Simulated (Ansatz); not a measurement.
Coverage and cell size: C on the 1x1 (0001) surface of hcp Ti, one adsorbate a cell, in each cell the lowest of the starts that converged. Energies against an atom of graphite, without dispersion, zero-point or thermal terms; small cells hold the layer to their symmetry. A negative adsorption energy means that the adsorbate is more stable on the surface than in its reference.

These are PBE (plane waves to 420 eV, PAW; Ansatz, a quantum-chemistry and plane-wave program) values and carry that method's errors.

| area an adsorbate, end state | atoms | E_ads (eV) | height (Å) | Δ work function (eV) | rough cost |
|---|---|---|---|---|---|
| 7 Å², bonded to 3 Ti | 5 | … | 0.83 | … | about 50 core-seconds (a rough figure) |
| 15 Å², bonded to 3 Ti | 9 | 0.45 | 0.85 | 0.72 | very roughly 6 core-minutes |
| 30 Å², bonded to 3 Ti | 17 | -0.04 | 0.80 | 0.40 | about 19 core-minutes (a rough figure) |

### Question
What belongs in the gaps?

### Answer

- 7 Å², bonded to 3 Ti, E_ads (eV): 1.45
- 7 Å², bonded to 3 Ti, Δ work function (eV): 2.15
